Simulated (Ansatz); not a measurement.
For CuI (Cmcm, No. 63; start mp-1007922; another space group than a measured phase of this formula), LDA in Ansatz (plane waves, PAW) gives:

```
Property                Value
---------------  ------------
bulk modulus B0      12.7 GPa
cohesive energy  3.25 eV/atom
band gap              0.82 eV
```

**Question.** What does r²SCAN in Ansatz (plane waves, PAW) give for the same quantities?

**Answer.** 
- bulk modulus: 6.4 GPa (shrinks by 50 %)
- cohesive energy: 2.72 eV/atom (falls by 0.53 eV/atom)
- band gap: 1.41 eV (goes up by 0.59 eV)

Changes are worked out from the printed values.

Unless a cell is named, each level is at its own relaxed cell (LDA 24.60, r²SCAN 30.39 Å³/atom).

Levels without +SOC leave out spin–orbit coupling, which shifts energies and cells of such heavy elements.

Levels without +SOC have no spin–orbit coupling; where heavier elements are present it shifts gaps, mostly down, and can invert bands. Density-functional gaps are differences of (generalised) Kohn–Sham levels.

Caveats: the bulk modulus is −V dP/dV from two relaxed cells at ±2 % in volume (LDA, r²SCAN); the relaxation could not lower the start's symmetry, so the cell can be a saddle point above a distorted one (LDA, r²SCAN). Ansatz's density-functional and Hartree–Fock values are scalar-relativistic unless marked +SOC, with PAW data made under PBE.

A start named mp-… is a Materials Project structure, which can be a computed phase never made.

Ansatz is a first-principles code.
